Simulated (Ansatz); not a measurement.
**Ta2O5 (Pmmn, No. 59, 14 atoms in the cell; start mp-1539317): properties by level of theory**

| level (code) | cohesive energy (eV/atom) | band gap (eV) |
|---|---|---|
| PBEsol (Ansatz) | … | 2.28 |
| r²SCAN (Ansatz) | 7.38 | 2.86 |
| r²SCAN+rVV10 (Ansatz) | 7.52 | … |

### Question
Fill in the missing entries.

### Answer

- PBEsol (Ansatz, a program for electronic structure), cohesive energy (eV/atom): 7.86
- r²SCAN+rVV10 (Ansatz), band gap (eV): 2.83

Computed values are for a static lattice. Levels without +SOC have no spin–orbit coupling; where heavier elements are present it shifts gaps, mostly down, and can invert bands.  Each level is taken at its own relaxed cell. Cutoffs differ between the levels. Ansatz's density-functional and Hartree–Fock values are scalar-relativistic unless marked +SOC, with PAW data made under PBE.

Caveats: the relaxation could not lower the start's symmetry, so the cell can be a saddle point above a distorted one (PBEsol, r²SCAN, r²SCAN+rVV10). Ansatz's density-functional and Hartree–Fock values are scalar-relativistic unless marked +SOC, with PAW data made under PBE.

Unless a cell is named, each level is at its own relaxed cell (PBEsol 13.78, r²SCAN 13.81, r²SCAN+rVV10 13.74 Å³/atom).

Free atoms are spin-polarised, in the lowest state found; at levels without +SOC their spin–orbit coupling is left out.

The computed numbers hold no vibrational or temperature effects.

A start named mp-… is a Materials Project structure, which need not be a measured phase.
